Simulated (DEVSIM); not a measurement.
System: Si n-p junction from an implanted or diffused profile, at 300 K.

```tsv
layer (left to right)	material	thickness (μm)	Na (cm⁻³)	τn (s)	τp (s)
1	Si	6.90	2.9e14	2.4e-6	2.4e-6
```

Added donor profile: 8.1e18 cm⁻³ × exp(−(x − 0 μm)²/(2·(0.16 μm)²)). Left contact: ohmic. Right contact: ohmic. Voltage is applied to the left contact. Recombination: SRH at mid-gap, radiative. Mobility is μmin + (μ − μmin)/(1 + (N/Nref)^α).

The device is made up for the run: typed textbook-type constants, with dimensions and the other settings drawn at random. Values at 300 K.

| parameter | Si |
|---|---|
| gap (eV) | 1.124 |
| affinity (eV) | 4.05 |
| permittivity | 11.7 |
| Nc (cm⁻³) | 2.86e19 |
| Nv (cm⁻³) | 3.1e19 |
| μn (cm²/Vs) | 1417 |
| μp (cm²/Vs) | 470 |
| μn,min | 52 |
| μp,min | 45 |
| Nref,n | 9.7e16 |
| Nref,p | 2.2e17 |
| αn | 0.68 |
| αp | 0.72 |
| B (cm³/s) | 4.7e-15 |

DEVSIM, 1D drift-diffusion, Boltzmann statistics, complete ionisation; no tunnelling, impact ionisation, image-force lowering or self-heating.

Give the dark forward current.


```json
[
 {"V (V)": "-0.05", "J (A/cm²)": "-4.1e-8"},
 {"V (V)": "-0.10", "J (A/cm²)": "-2.7e-7"},
 {"V (V)": "-0.15", "J (A/cm²)": "-1.7e-6"},
 {"V (V)": "-0.20", "J (A/cm²)": "-1.1e-5"},
 {"V (V)": "-0.25", "J (A/cm²)": "-7.3e-5"},
 {"V (V)": "-0.30", "J (A/cm²)": "-0.00049"},
 {"V (V)": "-0.35", "J (A/cm²)": "-0.0033"},
 {"V (V)": "-0.40", "J (A/cm²)": "-0.022"},
 {"V (V)": "-0.45", "J (A/cm²)": "-0.15"},
 {"V (V)": "-0.50", "J (A/cm²)": "-0.87"},
 {"V (V)": "-0.55", "J (A/cm²)": "-4.1"},
 {"V (V)": "-0.60", "J (A/cm²)": "-15"},
 {"V (V)": "-0.65", "J (A/cm²)": "-48"},
 {"V (V)": "-0.70", "J (A/cm²)": "-140"},
 {"V (V)": "-0.75", "J (A/cm²)": "-360"},
 {"V (V)": "-0.80", "J (A/cm²)": "-900"},
 {"V (V)": "-0.85", "J (A/cm²)": "-2000"},
 {"V (V)": "-0.90", "J (A/cm²)": "-3500"}
]
```
